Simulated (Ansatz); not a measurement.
Base system: Ti in the hcp (Mg type) structure (space group P6_3/mmc, No. 194; a = 2.864 Å, c = 4.534 Å).

Computed with Ansatz (a first-principles code) LDA, without spin-orbit coupling.

One change was made to it. Results:

| quantity | base | after |
|---|---|---|
| lattice parameter a | 2.864 Å | 2.857 Å |
| c/a ratio | 1.583 | 1.583 |

**Question.** Name the change that was made.
(A) pressure 30 GPa
(B) pressure 0.9 GPa
(C) pressure 2.1 GPa

**Answer.** B, pressure 0.9 GPa. For comparison, the lattice parameter a in the other runs: pressure 2.1 GPa gives 2.848 Å; pressure 30 GPa gives 2.688 Å.

Load acts through the strain it causes; cell and atoms are relaxed under it. Whether these cells are dynamically stable was not tested. Competing high-pressure phases were not computed. The final runs are not spin-polarised.
